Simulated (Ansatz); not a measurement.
## Lattice thermal conductivity of some halides and hydrides: functionals against measurement

Computed: three-phonon plus isotope scattering at 300 K, which omits the four-phonon, boundary and defect scattering of a real crystal; Ansatz (a first-principles code), plane waves, PAW, no spin-orbit coupling. Unit: W/(m K).

```
crystal                           LDA    PBE  measured
------------------------------  -----  -----  --------
rock salt NaCl                   10.9   7.46      7.10
NaI in the rock salt structure   4.16   1.57      1.80
AgCl (rock salt, Fm-3m)         0.901  0.394         1
KBr (rock salt, Fm-3m)           4.82   2.58      3.40
rock salt RbCl                   4.26   1.83      2.80
KI (rock salt, Fm-3m)            5.66   1.41      2.60
KCl (rock salt, Fm-3m)           12.3   7.57      7.10
NaF in the rock salt structure   41.1   22.4      18.4
```

What are the mean and median signed errors and the mean absolute error of each functional over these crystals, which is its worst case, and is the sign systematic?

LDA: mean +73 %, median +63 %, mean absolute 75 %, worst NaI (+131 %), too high in 7 of 8. PBE: mean -18 %, median -18 %, mean absolute 26 %, worst AgCl (-61 %), too high in 3 of 8. The smallest mean absolute error in this sample is PBE's. These misses hold whatever the vibrational approximation and the meshes add; that part was not separated from the functional's.

How the rows were picked: 8 drawn at random from 8 crystals of this class, out of a list of well-known materials fixed without regard to these values, that have a measured value near 300 K, finished at all these levels with no failed check and kept their space group (0 more lack a level or, for metals, share no mesh). Not counted are runs whose study broke down (unstable modes, extrapolation, over 7 % swelling), metals on 2×2×2 phonon meshes and crystals kept out of this collection; none was dropped for the size of its miss. The first recommended value of the table was taken, not the nearest; crystal-database cells and sources from 2025 on were not used.

Measured values: Cormac Toher, Corey Oses, Jose J. Plata et al., Physical Review Materials (2017), arXiv:1611.05714.

The PAW data sets were generated under PBE and serve the other functionals too.
